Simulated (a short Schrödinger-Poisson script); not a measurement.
System: symmetric double-gate stack, SiO2 on p-type InP, at 400 K.

```tsv
layer	material	thickness (nm)	Na (cm⁻³)
1	SiO2	1.8	-
2	InP	20	1e15
3	SiO2	1.8	-
```

Constants are typed, rounded textbook-type inputs, not results; the design itself was drawn at random and stands for no fabricated device. SiO2: permittivity 3.9, conduction-band edge (eV) 3.48, gap (eV) 9, electron mass (mₑ) 0.5. InP: permittivity 12.5, conduction-band edge (eV) 0, gap (eV) 1.344, Nv at 300 K (cm⁻³) 1.1e19.

Channel valleys (confinement mass, in-plane density-of-states mass, number): Γ 0.08, 0.08, 1. At the gates, both at one voltage, the conduction-band edge of layer 1 lies 3.88 eV − eVg above the Fermi level of the channel. Gaps are held at their typed values at every temperature. Mesh 0.03 nm at interfaces.

From a short Schrödinger-Poisson script (our own, NumPy): 1D Poisson equation in equilibrium, electrons classical, Fermi-Dirac, parabolic valleys, classical holes, full ionisation, no traps, pinning or gate leakage.

The same stack at other levels of the model or other numerical settings:

| run | sheet density of all electrons at Vg = 1.1 V (cm⁻²) | sheet density of all electrons at Vg = 0.5 V (cm⁻²) | capacitance of both gates at Vg = 1.1 V (μF/cm²) | gate voltage at 1e11 electrons/cm² (V) | rough cost against the base |
|---|---|---|---|---|---|
| base | 9.98e12 | 1.53e12 | 2.45 | 0.31 | about 1 |
| electrons treated as classical, Boltzmann | 1.29e13 | 1.69e12 | 3.40 | 0.31 | 0.3 |
| electrons treated as quantum, Hartree | 8.48e12 | 1.19e12 | 2.19 | 0.33 | 5 |
| electrons treated as quantum, Hartree plus LDA exchange-correlation | 8.77e12 | 1.29e12 | 2.22 | 0.32 | 9 |
| mesh six times as coarse | 9.90e12 | 1.52e12 | 2.43 | 0.31 | 0.7 |

The classical rows ignore confinement, and Boltzmann statistics overrate the density once the band edge passes the Fermi level.

Above a few 1e12 electrons/cm² a light Γ valley is non-parabolic and upper valleys begin to fill, which the model leaves out.
